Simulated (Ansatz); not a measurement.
Levels about the gap of amorphous silicon carbide (Si24C40) (64 atoms in a cell of 672 Å³, 2.85 g/cm³; zone centre alone, so wide bands show as single levels with stretches between that a denser mesh fills), at the geometry that PBE relaxed, where it gives 0.0 GPa on a denser mesh. The participation number counts the atoms over which a state spreads; weights are charges in smoothed Voronoi cells. The levels come from a single point, so bond lengths are those of that geometry. Method of the levels: PBE, scalar-relativistic without spin-orbit coupling (Ansatz, an electronic-structure program). Sampling: the zone centre alone; Fermi-Dirac width 0.05 eV; no spin polarisation. So small a spacing is near the smearing width and the bands' dispersion over the mesh, so it is a value of this cell and mesh.

Preparation: random packing, a CHGNet melt and quench, and a DFT relaxation. The hot cell started wider than the set density and was brought back towards it in steps. It is the lowest in DFT energy of 2 quenches. It is a model cell: composition and starting density were chosen by hand, and all elements were melted together. No dispersion term was used. A short ab initio anneal came between quench and relaxation. Its density started from a set value of 3.04 and ended at 2.85 g/cm³. The quench (nominally 860 K/ps over its main leg) was far faster than any real one, so the model tends to hold more defects than a real film. A cell of this size samples the disorder only roughly. Volume and shape were free in the relaxation. On a 2×2×2 Γ-centred mesh force components of up to 0.21 eV/Å stay, since the relaxation ran on one k-point at (1/4, 1/4, 1/4).

| E - E(highest filled), eV | filling | participation number | largest on | weight C | weight Si |
|---|---|---|---|---|---|
| -1.15 | filled | 38.1 | C, 4 neighbours | 0.70 | 0.30 |
| -1.12 | filled | 36.0 | C, 3 neighbours | 0.73 | 0.27 |
| -0.80 | filled | 21.5 | Si, 4 neighbours | 0.54 | 0.46 |
| -0.74 | filled | 33.1 | C, 3 neighbours | 0.66 | 0.34 |
| -0.68 | filled | 32.5 | C, 4 neighbours | 0.61 | 0.39 |
| -0.41 | filled | 20.9 | C, 3 neighbours | 0.73 | 0.27 |
| 0.00 | filled | 21.4 | C, 3 neighbours | 0.79 | 0.21 |
| 0.31 | empty | 17.0 | C, 3 neighbours | 0.77 | 0.23 |
| 0.48 | empty | 18.7 | C, 3 neighbours | 0.62 | 0.38 |
| 1.10 | empty | 27.3 | Si, 5 neighbours | 0.52 | 0.48 |
| 1.29 | empty | 17.5 | Si, 4 neighbours | 0.44 | 0.56 |
| 1.38 | empty | 25.4 | C, 3 neighbours | 0.60 | 0.40 |
| 1.47 | empty | 25.9 | Si, 4 neighbours | 0.47 | 0.53 |
| 1.57 | empty | 29.8 | C, 3 neighbours | 0.59 | 0.41 |

Most localised among these is the empty level at +0.31 eV, on a C atom, which has 3 neighbours (C 1.37 Å, Si 1.91 Å, Si 1.93 Å).
